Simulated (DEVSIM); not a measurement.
Structure: Pd/AlN/p-Si capacitor, at 300 K.

```csv
layer (left to right),material,thickness (nm),Na (cm⁻³)
1,AlN,24.0,-
2,Si,8400,4.7e15
```

Metal gate on the left, work function 5.2 eV. Fixed charge at the semiconductor interface 2e12 cm⁻² (in units of +e); no interface traps.

This is a model device: material constants are rounded textbook-type values typed into the input, and sizes, dopings and lifetimes were drawn at random. Values at 300 K.

| parameter | AlN | Si |
|---|---|---|
| gap (eV) | 6.1 | 1.124 |
| affinity (eV) | 1.9 | 4.05 |
| permittivity | 8.5 | 11.7 |
| Nc (cm⁻³) | - | 2.86e19 |
| Nv (cm⁻³) | - | 3.1e19 |

DEVSIM, 1D Poisson equation in equilibrium, Boltzmann statistics, complete ionisation; no quantum confinement or tunnelling. Metal contacts follow the ideal Schottky-Mott rule: no Fermi-level pinning, no interface dipoles.

**Question.** Tabulate band edges, carrier densities and field at -0.3 V on the gate.

**Answer.** Energies count from the Fermi level of the right contact; mesh points crowd at the junctions.

```
x (μm)    Ec (eV)  Ev (eV)  n (cm⁻³)  p (cm⁻³)  field (V/cm)
--------  -------  -------  --------  --------  ------------
0.000       3.600   -2.500     < 1e2     < 1e2       -390000
0.001744    3.531   -2.569     < 1e2     < 1e2       -390000
0.005633    3.378   -2.722     < 1e2     < 1e2       -390000
0.01423     3.039   -3.061     < 1e2     < 1e2       -390000
0.02172     2.744   -3.356     < 1e2     < 1e2       -390000
0.02377     2.663   -3.437     < 1e2     < 1e2       -390000
0.02528     0.507   -0.617    8.5e10     1.4e9         23000
0.03141     0.521   -0.603    5.0e10     2.3e9         23000
0.04424     0.550   -0.574    1.7e10     7.0e9         22000
0.07812     0.619   -0.505     1.2e9    1.0e11         19000
0.1656      0.758   -0.366   5200000    2.2e13         13000
0.5232      0.896   -0.228     26000    4.6e15           140
1.315       0.897   -0.227     25000    4.7e15           ≈ 0
3.250       0.897   -0.227     25000    4.7e15           ≈ 0
6.853       0.897   -0.227     25000    4.7e15           ≈ 0
7.816       0.897   -0.227     25000    4.7e15           ≈ 0
8.190       0.897   -0.227     25000    4.7e15           ≈ 0
8.334       0.897   -0.227     25000    4.7e15           ≈ 0
8.399       0.897   -0.227     25000    4.7e15           ≈ 0
8.415       0.897   -0.227     25000    4.7e15           ≈ 0
8.421       0.897   -0.227     25000    4.7e15           ≈ 0
8.424       0.897   -0.227     25000    4.7e15           ≈ 0
```
